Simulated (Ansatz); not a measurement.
Consider the following.

```
AlN
1.0
    0.00000     2.12771     2.12771
    2.12771     0.00000     2.12771
    2.12771     2.12771     0.00000
Al N
1 1
Direct
  0.00000   0.00000   0.00000
  0.25000   0.25000   0.25000
```

No spin polarisation.

Method: LDA (Ansatz, a first-principles code, PAW, scalar-relativistic without spin-orbit coupling). Settings: 13×13×13 k-points, 0.05 eV Fermi–Dirac smearing.

**Question.** Predict the smallest direct gap and electron mass.

**Answer.** 
```json
{
  "smallest_direct_gap": "4.94 eV",
  "electron_mass": "0.51 mₑ along k, 0.32 mₑ across (at X)"
}
```

The cells carry an imposed strain or load. Effective masses come from finite differences of ±0.01 Å⁻¹. Along k means along the line from Γ to the band edge. No phonon test of stability was made. The cell was made from AlN in the zinc blende structure (space group F-43m, No. 216) by this change: isotropic strain −2.00 %. This is not the structure that AlN has at room temperature and ambient pressure.
